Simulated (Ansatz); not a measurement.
**A computed series for InSe: pressure series**

Start from InSe in the beta-GaS type structure (space group P6_3/mmc, No. 194; a = 3.953 Å, c = 16.309 Å; layered, stacked along the Cartesian z axis).

Cell and atoms are relaxed at each pressure.

The values are results of PBEsol-D3(BJ), PAW, 420 eV (Ansatz, an electronic-structure program; no spin-orbit coupling), not measurements.

| pressure (GPa) | volume per atom (Å³/atom) |
|---|---|
| -1 | 28.557 |
| 0 | 27.587 |
| 0.3 | 27.352 |
| 0.7 | ? |
| 7.5 | 23.905 |
| 10 | 23.128 |

Fit the third-order Birch–Murnaghan form P(V) = (3B₀/2)[(V₀/V)^(7/3) − (V₀/V)^(5/3)]·[1 + (3/4)(B₀′ − 4)((V₀/V)^(2/3) − 1)] (squares taken in P) to the rows shown and predict the withheld row.

Least squares on the printed values gives V₀ = 27.614 Å³/atom, B₀ = 34.4 GPa, B₀′ = 5.6; this predicts 27.087 Å³/atom, and the run gives 27.071 Å³/atom, 0.016 lower.

Load acts through the strain it causes; cell and atoms are relaxed under it. Stability against distortions was not tested. Competing high-pressure phases were not computed.
